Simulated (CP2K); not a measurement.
Worked example: self-consistent single point of HgRuO3 (P1, 5 atoms in the cell) in CP2K.

Computed with CP2K 2026.2 with LDA (Pade form), GPW, DZVP-MOLOPT-SR-GTH basis, GTH-PADE potentials (GTH_POTENTIALS).

```xyz
5
Lattice="3.9443 0.0000 0.0000 0.0000 3.9443 0.0000 0.0000 0.0000 3.9443" Properties=species:S:1:pos:R:3 pbc="T T T"
Hg     0.0806     0.0763     0.0929
Ru     1.9826     1.9120     2.0006
O      1.8971     2.0355    -0.0340
O      0.0382     1.9361     1.9249
O      1.9180    -0.0434     1.9321
```

Reference input (self-consistent single point, DFT PBEsol, GPW, DZVP-MOLOPT-SR-GTH basis, GTH-PBE potentials (GTH_POTENTIALS)): CUTOFF = 500 Ry; REL_CUTOFF = 40 Ry; SMEAR/METHOD = FERMI_DIRAC; ELECTRONIC_TEMPERATURE = 1578.21 K; KPOINTS/SCHEME = MONKHORST-PACK 5 5 5; XC_FUNCTIONAL = PBE:PBESOL; Hg/BASIS_SET = DZVP-MOLOPT-SR-GTH; Hg/POTENTIAL = GTH-PBE-q12; Ru/BASIS_SET = DZVP-MOLOPT-SR-GTH; Ru/POTENTIAL = GTH-PBE-q16; O/BASIS_SET = DZVP-MOLOPT-SR-GTH; O/POTENTIAL = GTH-PBE-q6. This run's input differs from it in these lines:

```diff
@@ -42,6 +42,3 @@
     &XC
-      &XC_FUNCTIONAL
-        &PBE
-          PARAMETRIZATION PBESOL
-        &END PBE
+      &XC_FUNCTIONAL PADE
       &END XC_FUNCTIONAL
@@ -79,3 +76,3 @@
       BASIS_SET DZVP-MOLOPT-SR-GTH
-      POTENTIAL GTH-PBE-q12
+      POTENTIAL GTH-PADE-q12
     &END KIND
@@ -83,3 +80,3 @@
       BASIS_SET DZVP-MOLOPT-SR-GTH
-      POTENTIAL GTH-PBE-q16
+      POTENTIAL GTH-PADE-q16
     &END KIND
@@ -87,3 +84,3 @@
       BASIS_SET DZVP-MOLOPT-SR-GTH
-      POTENTIAL GTH-PBE-q6
+      POTENTIAL GTH-PADE-q6
     &END KIND
```

Output, abridged:

```
 SCF WAVEFUNCTION OPTIMIZATION

  Step     Update method      Time    Convergence         Total energy    Change
     1 NoMix/Diag. 0.30E+00      -     1.11469946      -184.1275231676 -1.84E+02
     2 Broy./Diag. 0.30E+00      -     1.94922315      -184.4277911076 -3.00E-01
     3 Broy./Diag. 0.30E+00      -     0.39891927      -182.2589166480  2.17E+00
     4 Broy./Diag. 0.30E+00      -     0.22542514      -183.8464908197 -1.59E+00
     5 Broy./Diag. 0.30E+00      -     0.09783429      -184.1590019954 -3.13E-01
     6 Broy./Diag. 0.30E+00      -     0.04624664      -183.7271650531  4.32E-01
   [... 6 lines left out ...]
    13 Broy./Diag. 0.30E+00      -     0.00000665      -183.8529468802  1.38E-04
    14 Broy./Diag. 0.30E+00      -     0.00000946      -183.8529188941  2.80E-05
    15 Broy./Diag. 0.30E+00      -     0.00000304      -183.8529347453 -1.59E-05
    16 Broy./Diag. 0.30E+00      -     0.00000008      -183.8529407330 -5.99E-06
  *** SCF run converged in    16 steps ***

  Overlap energy of the core charge distribution:               0.00000000001523
  Self energy of the core charge distribution:               -362.24668680857081
  Core Hamiltonian energy:                                     96.25358328773071
  Hartree energy:                                             108.16351072877805
  Exchange-correlation energy:                                -26.01438000909361
  Electronic entropic energy:                                  -0.00896793164499
  Fermi energy:                                                 0.29987091309656

  Total energy:                                              -183.85294073300386
  Total energy (extrapolated to T->0):                       -183.84845676718137

   [... lines left out ...]

 STRESS| Analytical stress tensor [bar]
 STRESS|                        x                   y                   z
 STRESS|      x       -1.38059816049E+05   5.34710222736E+03   1.45175910974E+03
 STRESS|      y        5.34710222736E+03  -1.38930829409E+05   1.81093164299E+03
 STRESS|      z        1.45175910974E+03   1.81093164299E+03  -1.21017180436E+05
 STRESS| 1/3 Trace                                            -1.32669275298E+05
```

The run converged in 16 iterations. Against the reference run the pressure goes from -6.28 to -13.27 GPa and the largest force goes from 0.667 to 0.631 eV/Å.

The starting cell comes from a database of computed structures (which also holds hypothetical and non-ambient phases and stackings), without a prior relaxation at this level. Its atoms were displaced at random from the sites of space group no. 221. Spin polarisation is off. Values carry the incompleteness of an atom-centred basis. With a pressure of about -13 GPa the cell is away from its equilibrium volume at this level.

Cost on one core of a shared machine: roughly 50 s.
